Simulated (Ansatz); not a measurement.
System: WIr (model structure, Cmcm, No. 63, 4 atoms in the cell). Method: PBEsol in Ansatz (plane waves, PAW).

Numerical settings: plane-wave cutoff 520 eV, 18×18×14 k mesh (along the axes of the cell as run), Fermi–Dirac smearing 0.05 eV, no spin polarisation, scalar-relativistic PAW data made under PBE.

Cell (relaxed at this level):

Space group Cmcm (No. 63); a = 2.754 Å, b = 10.136 Å, c = 4.301 Å, α = β = γ = 90.00°

```csv
atom,site,symmetry,x,y,z
W,4c,m2m,0.0000,0.3365,0.2500
Ir,4c,m2m,0.0000,0.0753,0.2500
```
(The calculation used a cell of 4 atoms; values per cell refer to that cell.)

Problem. Estimate the bulk modulus that the calculation returns.

Solution. 
bulk modulus: 343 GPa

Note: the run has no spin polarisation, so it can have missed a magnetic state; the bulk modulus is −V dP/dV from two relaxed cells at ±2 % in volume; the relaxation could raise the start's symmetry but not lower it, so the cell can be a saddle point.

Spin–orbit coupling is not included.

The computed numbers hold no vibrational or temperature effects.

The result took around 24 core-minutes (rough).

A model structure was made by putting elements into a prototype or built by hand; it is no filed structure, need not be a known phase, and can be a saddle point held by its symmetry.

Ansatz is a first-principles code.
